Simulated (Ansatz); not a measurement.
The reference is As (space group I4_132, No. 214; a = 6.994 Å; a hypothetical phase, not in the database extracts checked).

(Cell as relaxed with PBE.)

Levels (all Ansatz, a first-principles code, PAW): PBE (420 eV, spin-orbit coupling left out); PBEsol (420 eV, no spin-orbit coupling).

Each level relaxes its own structure.

```csv
base,PBE,PBEsol
volume per atom,42.76 Å³,41.10 Å³
lattice parameter a,6.994 Å,6.902 Å
band gap,zero,zero
```

Modification: cell and atoms relaxed at a pressure of 0.7 GPa.

```csv
quantity,PBE,PBEsol
volume per atom,41.79 Å³,40.25 Å³
band gap,zero,zero
```

PBE's volume per atom lies 1.54 Å³ above PBEsol's (3.8 %); the two agree on the band gap. Neither level is exact; PBEsol is the comparison here, not a measurement.

Load acts through the strain it causes; cell and atoms are relaxed under it. Whether these cells are dynamically stable was not tested.
